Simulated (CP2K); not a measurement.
CP2K 2026.2, DFT, PBE, Gaussian and plane waves, DZVP-MOLOPT bases, GTH-PBE potentials: TiTe2 (from the phase in space group 164, mp-1907), 3 atoms. Basis and mesh were picked for this test and aren't claimed converged.

- cell = 3.82, 3.82, 6.72 Å; 90, 90, 120°
- task = scf
- basis = Ti=DZVP-MOLOPT-SR-GTH-q12 Te=DZVP-MOLOPT-SR-GTH-q6
- GLOBAL/RUN_TYPE = ENERGY_FORCE
- GLOBAL/PRINT_LEVEL = LOW
- QS/METHOD = GPW
- QS/EPS_DEFAULT = 1e-12
- MGRID/CUTOFF = 500 Ry
- MGRID/REL_CUTOFF = 50 Ry
- SCF/SCF_GUESS = ATOMIC
- SCF/EPS_SCF = 1e-06
- SCF/MAX_SCF = 150
- SCF/DIAGONALIZATION/ALGORITHM = STANDARD
- SCF/ADDED_MOS = 6
- SCF/SMEAR/METHOD = FERMI_DIRAC
- SCF/SMEAR/ELECTRONIC_TEMPERATURE = [K] 300
- KPOINTS/SCHEME = MONKHORST-PACK 6 6 4
- KPOINTS/GAMMA_CENTERED = T
- GLOBAL/PREFERRED_DIAG_LIBRARY = ELPA (default)
- MGRID/NGRIDS = 4 (default)
- basis functions = 52

Settings of this run: SCF/MIXING/METHOD = KERKER_MIXING, SCF/MIXING/ALPHA = 0.4, SCF/MIXING/NBUFFER = 8, SCF/MIXING/BETA = 0.5; 2 ranks.

```tsv
step	method	convergence	change of energy (Ha)
1	NoMix/Diag.	1.75476607	-7.49E+01
2	Kerker/Diag.	0.05273614	-9.94E-02
3	Kerker/Diag.	0.09785786	5.31E-01
4	Kerker/Diag.	0.17443767	-6.59E-01
5	Kerker/Diag.	0.28752144	1.37E+00
6	Kerker/Diag.	0.52942518	-2.17E+00
7	Kerker/Diag.	0.73187716	4.17E+00
8	Kerker/Diag.	0.95147137	-5.79E+00
9	Kerker/Diag.	1.03184207	8.11E+00
10	Kerker/Diag.	0.85603647	-9.32E+00
11	Kerker/Diag.	0.71159906	6.65E+00
12	Kerker/Diag.	0.93744861	-5.40E+00
13	Kerker/Diag.	1.02668323	7.98E+00
14	Kerker/Diag.	0.85818793	-9.20E+00
…	…	…	…
76	Kerker/Diag.	0.94211821	-5.60E+00
77	Kerker/Diag.	1.02304052	8.00E+00
78	Kerker/Diag.	0.85955653	-9.14E+00
79	Kerker/Diag.	0.73289718	6.73E+00
80	Kerker/Diag.	0.94211821	-5.60E+00
81	Kerker/Diag.	1.02304052	8.00E+00
82	Kerker/Diag.	0.85955653	-9.14E+00
83	Kerker/Diag.	0.73289718	6.73E+00
…	…	…	…
143	Kerker/Diag.	0.73289718	6.73E+00
144	Kerker/Diag.	0.94211821	-5.60E+00
145	Kerker/Diag.	1.02304052	8.00E+00
146	Kerker/Diag.	0.85955653	-9.14E+00
147	Kerker/Diag.	0.73289718	6.73E+00
148	Kerker/Diag.	0.94211821	-5.60E+00
149	Kerker/Diag.	1.02304052	8.00E+00
150	Kerker/Diag.	0.85955653	-9.14E+00
```

It was not converged within MAX_SCF = 150.

What should be changed so that self-consistency is reached?

One answer among several that fit: SCF/MIXING/METHOD = BROYDEN_MIXING (12 SCF steps), all else kept. The other changes of this size gave: SCF/MIXING/METHOD = MULTISECANT_MIXING (not converged). Counts are of single runs.
